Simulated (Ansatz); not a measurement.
Inside the gap of an insulator the Bloch states are evanescent, with a wavenumber k + iκ along the transport direction.

Here is the system:

```
CELL_PARAMETERS angstrom
      4.57454     0.00000     0.00000
      0.00000     4.57454     0.00000
      2.28727    -2.28727     3.23469
ATOMIC_POSITIONS crystal
  Te 0.00000 0.00000 0.00000
  Pb 0.50000 0.50000 0.00000
```

Space group of this cell: Fm-3m, rock salt. The cell was relaxed by PBE-D3(BJ); by r2SCAN its mean pressure is 1.4 GPa.

Transport runs along the normal of the first two printed cell vectors, the (001) plane of the conventional cell.

The gap is the functional's own. No spin-orbit coupling. Mid-gap values are interpolated on the energy grid.

Task: Estimate the band gap and the smallest decay constant κ at mid-gap that r2SCAN (Ansatz, a program for electronic structure) returns for this system.

Result: Gap 1.02 eV on a 10×10×10 mesh; κ = 0.073 1/Å, at (0.500, 0.000) of the in-plane reciprocal vectors. At the zone centre, at the nearest computed energy, the slowest state has κ = 0.10 1/Å.
